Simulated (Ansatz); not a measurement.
**Pressure series in Si**

Take Si in the diamond structure (space group Fd-3m, No. 227) as the base.

```yaml
crystal:
  lattice:
    - [0.00000, 2.72203, 2.72203]
    - [2.72203, 0.00000, 2.72203]
    - [2.72203, 2.72203, 0.00000]
  atoms:
    - { symbol: Si, position: [0.50000, 0.50000, 0.50000] }
    - { symbol: Si, position: [0.75000, 0.75000, 0.75000] }
```

Cell and atoms are relaxed at each pressure.

Level of theory: Ansatz (a program for electronic structure), r2SCAN, PAW, cutoff 500 eV, no SOC, earlier PAW set.

Notes on the quantities. hole mass: degenerate bands, along [100].

```
case                               hole mass  shortest interatomic distance
----------------  --------------------------  -----------------------------
base              0.17, 0.25, 0.25 mₑ (at Γ)                     4.455 bohr
pressure −2 GPa   0.16, 0.26, 0.26 mₑ (at Γ)                     4.487 bohr
pressure −1 GPa   0.17, 0.25, 0.25 mₑ (at Γ)                     4.470 bohr
pressure 0.3 GPa  0.17, 0.25, 0.25 mₑ (at Γ)                     4.450 bohr
pressure 0.7 GPa  0.17, 0.25, 0.25 mₑ (at Γ)                     4.444 bohr
pressure 1.5 GPa  0.18, 0.25, 0.25 mₑ (at Γ)                     4.432 bohr
pressure 3 GPa    0.18, 0.25, 0.25 mₑ (at Γ)                     4.412 bohr
pressure 5 GPa    0.19, 0.24, 0.24 mₑ (at Γ)                     4.386 bohr
pressure 7.5 GPa  0.20, 0.24, 0.24 mₑ (at Γ)                     4.356 bohr
pressure 10 GPa   0.20, 0.24, 0.24 mₑ (at Γ)                     4.329 bohr
```

The levels and masses belong to the bands next to the band gap. Load acts through the strain it causes; cell and atoms are relaxed under it. Effective masses come from finite differences of ±0.01 Å⁻¹. Stability against distortions was not tested. Tetrahedral semiconductors of this kind turn to denser phases somewhere between about 1 and 50 GPa; those were not computed, so compressed cells here can lie past the real transition.
